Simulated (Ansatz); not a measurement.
Here is the system:

```
KTaO3
1.0
    4.07056     0.00000     0.00000
    0.00000     4.07056     0.00000
    0.00000     0.00000     4.07056
K Ta O
1 1 3
Direct
  0.00000   0.00000   0.00000
  0.50000   0.50000   0.50000
  0.50000   0.00000   0.50000
  0.00000   0.50000   0.50000
  0.50000   0.50000   0.00000
```

No spin polarisation.

The values are results of LDA in Ansatz (plane waves to 420 eV, PAW, no SOC), not measurements. Γ-centred 8×8×8 mesh, Fermi–Dirac width 0.05 eV.

**Question.** Predict the smallest direct gap.

**Answer.** 2.58 eV.

**Question.** What is the computed pressure?

**Answer.** -15.88 GPa.

**Question.** What band gap does the calculation give?

**Answer.** 1.94 eV.

With Ta present, leaving out spin-orbit coupling can change the band edges. The cells carry an imposed strain or load. No phonon test of stability was made. The cell was made from KTaO$_{3}$ in the cubic perovskite structure (space group Pm-3m, No. 221) by this change: isotropic strain +3.00 %.

Ansatz is a first-principles code.
